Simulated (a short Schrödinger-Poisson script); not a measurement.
Stack: MOS inversion layer, SiO2 on p-type Si(100), at 300 K.

From the gate side: 2.4 nm SiO2; 310 nm Si, acceptors 1.9e18 cm⁻³.

The device is made up for the run: typed textbook-type constants, with dimensions and the other settings drawn at random. SiO2: permittivity 3.9, conduction-band edge (eV) 3.15, gap (eV) 9, electron mass (mₑ) 0.5. Si: permittivity 11.7, conduction-band edge (eV) 0, gap (eV) 1.124, Nv at 300 K (cm⁻³) 3.1e19.

Channel valleys (confinement mass, in-plane density-of-states mass, number): Δ2 0.916, 0.19, 2; Δ4 0.19, 0.417, 4. At the gate the conduction-band edge of layer 1 lies 3.74 eV − eVg above the Fermi level of the channel; the field vanishes at the back. Gaps are held at their typed values at every temperature. Mesh 0.03 nm at interfaces.

From a short Schrödinger-Poisson script (our own, NumPy): 1D Poisson equation in equilibrium, electrons quantum, Hartree (BenDaniel-Duke, 12 states a valley, the channel's in-plane mass for all, wave functions free to enter the dielectric), parabolic valleys, classical holes, full ionisation, no traps, pinning or gate leakage.

```csv
Vg (V),electrons (cm⁻²),C (μF/cm²),Δ2 E0 (meV from the Fermi level),Δ4 E0 (meV from the Fermi level)
1.1,5.91e9,0.333,175.5,248.6
1.2,8.06e10,0.523,107.4,182.3
1.3,4.22e11,0.884,63.6,140.1
1.4,9.85e11,1.05,40.1,118.4
1.5,1.64e12,1.13,25.2,105.0
1.6,2.34e12,1.17,14.1,95.6
1.7,3.07e12,1.19,5.3,88.2
1.8,3.81e12,1.21,-2.3,82.2
1.9,4.56e12,1.22,-9.0,77.0
2,5.32e12,1.23,-15.0,72.5
2.1,6.09e12,1.24,-20.5,68.4
2.2,6.86e12,1.25,-25.6,64.6
2.3,7.64e12,1.25,-30.5,61.2
2.4,8.42e12,1.26,-35.1,57.9
2.5,9.21e12,1.26,-39.5,54.9
2.6,9.99e12,1.27,-43.7,52.0
```

Gate voltages with under 1e9 electrons/cm² are left out.

Problem. At Vg = 2.6 V the lowest Δ2 subband lies at -43.7 meV from the Fermi level. How many electrons does it hold, and what share of all?

Solution. The two-dimensional density of states is g m/(πħ²) = 1.59e11 cm⁻² meV⁻¹ (both spins), kT = 25.9 meV, so n = D kT ln(1 + exp(−E/kT)) = 7.63e12 cm⁻², 0.76 of the 9.99e12 cm⁻² in all.

Problem. Compare the slope of the sheet density between 2.4 and 2.6 V with the geometric capacitance of the layers between gate and channel.

Solution. q Δn/ΔV = 1.26 μF/cm²; ε0/Σ(t/ε) = 1.44 μF/cm². The ratio is 0.87: the channel acts as a further capacitance in series.
